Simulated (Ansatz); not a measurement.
Levels about the gap of amorphous Al28O45Mo (74 atoms in a cell of 820 Å³, 3.18 g/cm³; zone centre alone, so wide bands show as single levels with stretches between that a denser mesh fills), at the geometry that PBE relaxed, where it gives 2.5 GPa on a denser mesh. The participation number counts the atoms over which a state spreads; weights are charges in smoothed Voronoi cells. The levels come from a single point, so bond lengths are those of that geometry. Method of the levels: r2SCAN, scalar-relativistic without spin-orbit coupling (Ansatz, a quantum-chemistry and plane-wave program). Sampling: the zone centre alone; Fermi-Dirac width 0.01 eV; collinear spin, started from moments on atoms (the moments died out). At PBE the levels at both edges of the gap are localised (band-tail or defect states), and the nearest spread-out levels lie 4.3 eV apart at the zone centre.

Preparation: random packing, a CHGNet melt and quench, and a DFT relaxation. O atoms were pushed apart under 1.9 Å during the dynamics, to hinder bonds among them. The hot cell started wider than the set density and was brought back towards it in steps. It is the lowest in DFT energy of 2 quenches. It is a model cell: composition and starting density were chosen by hand, and all elements were melted together. No dispersion term was used. Its density started from a set value of 3.18 and ended at 3.18 g/cm³. The quench (nominally 280 K/ps over its main leg) was far faster than any real one, so the model tends to hold more defects than a real film. One small periodic cell is one sample of the glass; other quenches scatter about these values. The volume was held where the preparation left it and the shape relaxed, at a PBE pressure of 2.5 GPa. Stress components on the final sampling reach 2.7 GPa.

| E - E(highest filled), eV | filling | spin | participation number | largest on | weight O | weight Mo | weight Al |
|---|---|---|---|---|---|---|---|
| -0.50 | filled | up | 10.1 | O, 3 neighbours | 0.95 | 0.00 | 0.05 |
| -0.33 | filled | up | 6.4 | O, 2 neighbours | 0.95 | 0.00 | 0.04 |
| -0.33 | filled | dn | 6.4 | O, 2 neighbours | 0.95 | 0.00 | 0.04 |
| -0.21 | filled | up | 4.1 | O, 3 neighbours | 0.96 | 0.00 | 0.04 |
| -0.21 | filled | dn | 4.1 | O, 3 neighbours | 0.96 | 0.00 | 0.04 |
| 0.00 | filled | up | 2.1 | O, 2 neighbours | 0.95 | 0.00 | 0.05 |
| 0.00 | filled | dn | 2.1 | O, 2 neighbours | 0.95 | 0.00 | 0.05 |
| 2.00 | empty | dn | 2.6 | Mo, 5 neighbours | 0.36 | 0.60 | 0.04 |
| 2.00 | empty | up | 2.6 | Mo, 5 neighbours | 0.36 | 0.60 | 0.04 |
| 2.85 | empty | dn | 2.7 | Mo, 5 neighbours | 0.41 | 0.56 | 0.02 |
| 2.85 | empty | up | 2.7 | Mo, 5 neighbours | 0.41 | 0.56 | 0.02 |
| 3.84 | empty | dn | 2.9 | Mo, 5 neighbours | 0.42 | 0.54 | 0.04 |
| 3.84 | empty | up | 2.9 | Mo, 5 neighbours | 0.42 | 0.54 | 0.04 |
| 4.26 | empty | dn | 66.3 | Al, 4 neighbours | 0.62 | 0.02 | 0.37 |

Most localised among these is the filled level at -0.00 eV, on a O atom, which has 2 neighbours (Al 1.74 Å, Al 1.76 Å).
